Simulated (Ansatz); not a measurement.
The starting structures come from a database of crystals and need not be the phases stable at ambient conditions.

 Where the default PAW files enter, the runs use the earlier of Ansatz's two default sets.

Inside the gap of an insulator the Bloch states are evanescent, with a wavenumber k + iκ along the transport direction.

Data:

```xyz
7
Lattice="6.3921 0.0000 0.0000 3.1961 5.5357 0.0000 3.1961 1.8452 5.8193" Properties=species:S:1:pos:R:3 pbc="T T T"
W      0.0000     0.0000     0.0000
Br     8.5662     3.7971     1.4216
Br     4.2180     3.5838     4.3977
Br     5.3974     1.7543     1.4216
Br     7.3868     5.6267     4.3977
Br     5.2127     5.5200     1.4216
Br     7.5715     1.8610     4.3977
```

Space group of this cell: R-3. The cell was relaxed by PBE-D3(BJ).

Transport runs along the normal of the first two printed cell vectors, the (001) plane of the conventional cell.

The gap is the functional's own. No spin-orbit coupling. Mid-gap values are interpolated on the energy grid.

Problem. Compute, with r2SCAN (Ansatz, a program for electronic structure), the band gap and the smallest decay constant κ at mid-gap.

Solution. Gap 0.93 eV on a 6×6×6 mesh; κ = 0.126 1/Å, at the zone centre.
